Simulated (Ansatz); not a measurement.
**AlN (model structure, started from the HgO type, Fm-3m, No. 225, 6 atoms in the cell; like a known high-pressure phase)**

Calculation: r²SCAN (plane waves, PAW; Ansatz, a first-principles code).

Run with plane-wave cutoff 560 eV, 12×12×4 k mesh (along the axes of the cell as run), Fermi–Dirac smearing 0.01 eV, scalar-relativistic PAW data made under PBE.

Cell (relaxed at this level):

Space group Fm-3m (No. 225); a = b = c = 4.0377 Å, α = β = γ = 90.00°

| atom | site | symmetry | x | y | z |
|---|---|---|---|---|---|
| Al | 4a | m-3m | 0.0000 | 0.0000 | 0.0000 |
| N | 4b | m-3m | 0.5000 | 0.5000 | 0.5000 |
(The calculation used a cell of 6 atoms; values per cell refer to that cell.)

```yaml
band_gap: 5.52 eV (on the SCF k mesh)
bulk modulus B0: 276 GPa
```

Note: the bulk modulus is −V dP/dV from two relaxed cells at ±2 % in volume.

Computed values are for the static lattice.

Computing time: very roughly 5 core-minutes.

A model structure was made by putting elements into a prototype or built by hand; it is no filed structure, need not be a known phase, and can be a saddle point held by its symmetry.
